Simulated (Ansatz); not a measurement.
The cell is made up: elements placed on another compound's structure type, so the phase may be hypothetical.

The decay constant κ of evanescent states in the gap governs leakage through a thin film.

Here is the system:

```xyz
10
Lattice="5.8747 0.0000 0.0000 0.0000 8.1523 0.0000 2.9373 -4.0762 2.9365" Properties=species:S:1:pos:R:3 pbc="T T T"
La     4.4060     4.0762     2.8077
La     1.4687     4.0762     0.1289
Zr     4.3148     2.0381     0.0000
Zr     7.4345     2.0381     2.9365
N      5.8747     5.5837     1.4683
N      2.9373     2.5686     1.4683
O      7.3433     0.0000     2.2831
O      4.4060     0.0000     0.6534
O      2.9373     5.6207     1.4683
O      5.8747     2.5316     1.4683
```

Space group of this cell: I2_12_12_1. The cell was relaxed by PBE-D3(BJ); by r2SCAN its mean pressure is 1.4 GPa.

Transport runs along the normal of the first two printed cell vectors.

The gap is the functional's own. No spin-orbit coupling. Mid-gap values are interpolated on the energy grid.

**Question.** State the band gap and the smallest decay constant κ at mid-gap according to Ansatz (a quantum-chemistry and plane-wave program) with r2SCAN.

**Answer.** Gap 2.68 eV on a 10×10×10 mesh; κ = 0.307 1/Å, at the zone centre.
